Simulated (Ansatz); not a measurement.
Migration barriers: Si-vacancy pair in fcc Cu, neutral cell

Consider Si-vacancy pair (Si on one host Cu site, one Cu site vacant) in fcc Cu, neutral cell. Level of theory: PBE, PAW (plane waves to 420 eV; Ansatz, a quantum-chemistry and plane-wave program).

Settings: 32 host sites, the relaxed PBE lattice, a 2×2×2 k-point mesh shifted by half a step, smearing 0.10 eV, spin-restricted, no image-charge correction. No zero-point or tunnelling terms. Forms of the defect that were not tried may lie lower.

Barriers: single points on a 4×4×4 k-point mesh shifted by half a step at the bands' geometries.

```json
[
 {"Route": "direct exchange of Si with the vacancy (Si-vacancy distance between ideal sites 2.57 Å throughout)", "Start site over the lowest site run (eV)": "0.00", "Hop (Å)": "2.55", "Forward barrier (eV)": "0.64", "Backward barrier (eV)": "0.64", "Neighbours at the start": "4 Cu at 2.51, Cu at 2.55, 2 Cu at 2.56, 4 Cu at 2.58 Å", "Neighbours at the saddle": "4 Cu at 2.31, 2 Cu at 2.77, 2 Cu at 2.82 Å", "Saddle order": "not checked, on a symmetry element", "Forward, on the band's own sampling (eV)": "0.67"}
]
```

Paths come from nudged elastic bands with a climbing image.  A band can be held on a symmetry element, so unchecked saddle points there may be too high.

The whole set of runs took about 1.0 core-hours (a rough figure).
